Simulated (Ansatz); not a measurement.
Defect migration in monoclinic HfO2: interstitial Zn, charge state +2. The step: Zn moves alone to another site; the atom moves 3.44 Å along (0.00, 0.42, -0.50) of the unit cell; the moving atom starts with neighbours O at 1.93, O at 1.96, 2 O at 2.09, O at 2.13 Å and ends with O at 1.93, O at 1.96, 2 O at 2.09, O at 2.13 Å. DFT values are from Ansatz (plane-wave PAW, 420 eV unless said) in a cell of 96 host sites, spin-restricted, static, with no finite-size correction. The charge state is imposed; whether it is stable for some Fermi level was not computed. Sites that were not tried may lie lower. For the PBE band: the saddle point's order was not checked.

```json
[
 {"Level": "CHGNet universal potential (has no charge state), its own band", "Forward barrier (eV)": "1.61", "Cost of the band or of the saddle's single point": "-"},
 {"Level": "PBE, the Γ point alone, band relaxed", "Forward barrier (eV)": "2.12", "Cost of the band or of the saddle's single point": "about 40 core-minutes (a rough figure)"},
 {"Level": "PBE, a 2×2×2 k-point mesh shifted by half a step, same geometries", "Forward barrier (eV)": "2.13", "Cost of the band or of the saddle's single point": "roughly 8 core-minutes"},
 {"Level": "r2SCAN at 500 eV, the Γ point alone, same geometries", "Forward barrier (eV)": "2.08", "Cost of the band or of the saddle's single point": "around 110 core-seconds (rough)"}
]
```

Ansatz is a first-principles code.
